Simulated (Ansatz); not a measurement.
Partial pair distribution functions of a relaxed model of amorphous In9Ga9Zn9O41Ta2, broadened by 0.06 Å; density 6.24 g/cm³. Computed with PBE, scalar-relativistic without spin-orbit coupling (plane waves to 420 eV, PAW; Ansatz, a program for electronic structure).

It comes from a melt-quench run on a machine-learned potential (CHGNet), relaxed afterwards by DFT. O atoms were pushed apart under 1.9 Å during the dynamics, to hinder bonds among them. The hot cell started wider than the set density and was brought back towards it in steps. It is the lowest in DFT energy of 2 quenches. It is a model cell: composition and starting density were chosen by hand, and all elements were melted together. No dispersion term was used. Its density started from a set value of 6.12 and ended at 6.24 g/cm³. The simulated quench (nominally 210 K/ps over its main leg) is rapid and tends to freeze in more defects than a deposited or slowly cooled glass has. Values belong to this one cell and scatter from quench to quench. Volume and shape were free in the relaxation. On a 2×2×2 Γ-centred mesh force components of up to 0.22 eV/Å stay, since the relaxation ran on the zone centre alone.

```json
[
 {"r (Å)": "1.60", "g In-O": "0.00", "g Ga-O": "0.00", "g In-In": "0.00", "g Ga-Ga": "0.00"},
 {"r (Å)": "1.70", "g In-O": "0.00", "g Ga-O": "0.18", "g In-In": "0.00", "g Ga-Ga": "0.00"},
 {"r (Å)": "1.80", "g In-O": "0.00", "g Ga-O": "2.82", "g In-In": "0.00", "g Ga-Ga": "0.00"},
 {"r (Å)": "1.90", "g In-O": "0.05", "g Ga-O": "7.96", "g In-In": "0.00", "g Ga-Ga": "0.00"},
 {"r (Å)": "2.00", "g In-O": "1.24", "g Ga-O": "6.58", "g In-In": "0.00", "g Ga-Ga": "0.00"},
 {"r (Å)": "2.10", "g In-O": "5.89", "g Ga-O": "3.17", "g In-In": "0.00", "g Ga-Ga": "0.00"},
 {"r (Å)": "2.20", "g In-O": "6.56", "g Ga-O": "0.79", "g In-In": "0.00", "g Ga-Ga": "0.00"},
 {"r (Å)": "2.30", "g In-O": "3.47", "g Ga-O": "0.33", "g In-In": "0.00", "g Ga-Ga": "0.00"},
 {"r (Å)": "2.40", "g In-O": "1.53", "g Ga-O": "0.04", "g In-In": "0.00", "g Ga-Ga": "0.00"},
 {"r (Å)": "2.50", "g In-O": "0.56", "g Ga-O": "0.00", "g In-In": "0.00", "g Ga-Ga": "0.00"},
 {"r (Å)": "2.60", "g In-O": "0.29", "g Ga-O": "0.00", "g In-In": "0.00", "g Ga-Ga": "0.00"},
 {"r (Å)": "2.70", "g In-O": "0.03", "g Ga-O": "0.00", "g In-In": "0.00", "g Ga-Ga": "0.00"},
 {"r (Å)": "2.80", "g In-O": "0.00", "g Ga-O": "0.04", "g In-In": "0.00", "g Ga-Ga": "0.00"},
 {"r (Å)": "2.90", "g In-O": "0.11", "g Ga-O": "0.20", "g In-In": "0.00", "g Ga-Ga": "0.01"},
 {"r (Å)": "3.00", "g In-O": "0.41", "g Ga-O": "0.19", "g In-In": "0.03", "g Ga-Ga": "0.82"},
 {"r (Å)": "3.10", "g In-O": "0.31", "g Ga-O": "0.30", "g In-In": "0.70", "g Ga-Ga": "5.17"},
 {"r (Å)": "3.20", "g In-O": "0.22", "g Ga-O": "0.71", "g In-In": "1.60", "g Ga-Ga": "5.48"},
 {"r (Å)": "3.30", "g In-O": "0.31", "g Ga-O": "0.64", "g In-In": "2.00", "g Ga-Ga": "4.32"},
 {"r (Å)": "3.40", "g In-O": "0.38", "g Ga-O": "0.58", "g In-In": "4.13", "g Ga-Ga": "2.42"},
 {"r (Å)": "3.50", "g In-O": "0.52", "g Ga-O": "0.48", "g In-In": "6.05", "g Ga-Ga": "1.05"},
 {"r (Å)": "3.60", "g In-O": "0.56", "g Ga-O": "1.03", "g In-In": "2.80", "g Ga-Ga": "0.66"},
 {"r (Å)": "3.70", "g In-O": "0.74", "g Ga-O": "1.31", "g In-In": "0.18", "g Ga-Ga": "0.81"},
 {"r (Å)": "3.80", "g In-O": "1.28", "g Ga-O": "1.20", "g In-In": "0.55", "g Ga-Ga": "0.54"},
 {"r (Å)": "3.90", "g In-O": "1.43", "g Ga-O": "1.04", "g In-In": "0.79", "g Ga-Ga": "0.63"},
 {"r (Å)": "4.00", "g In-O": "1.12", "g Ga-O": "1.07", "g In-In": "0.77", "g Ga-Ga": "0.07"},
 {"r (Å)": "4.10", "g In-O": "0.78", "g Ga-O": "1.08", "g In-In": "0.62", "g Ga-Ga": "0.37"},
 {"r (Å)": "4.20", "g In-O": "1.23", "g Ga-O": "1.28", "g In-In": "0.78", "g Ga-Ga": "0.55"},
 {"r (Å)": "4.30", "g In-O": "1.51", "g Ga-O": "1.71", "g In-In": "0.57", "g Ga-Ga": "0.09"},
 {"r (Å)": "4.40", "g In-O": "1.41", "g Ga-O": "1.60", "g In-In": "0.07", "g Ga-Ga": "0.46"},
 {"r (Å)": "4.50", "g In-O": "1.13", "g Ga-O": "1.39", "g In-In": "0.44", "g Ga-Ga": "0.35"},
 {"r (Å)": "4.60", "g In-O": "1.10", "g Ga-O": "1.19", "g In-In": "1.25", "g Ga-Ga": "0.02"},
 {"r (Å)": "4.70", "g In-O": "1.51", "g Ga-O": "1.34", "g In-In": "0.78", "g Ga-Ga": "0.24"}
]
```

Within 2.72 Å each In has 5.67 O neighbours on average.
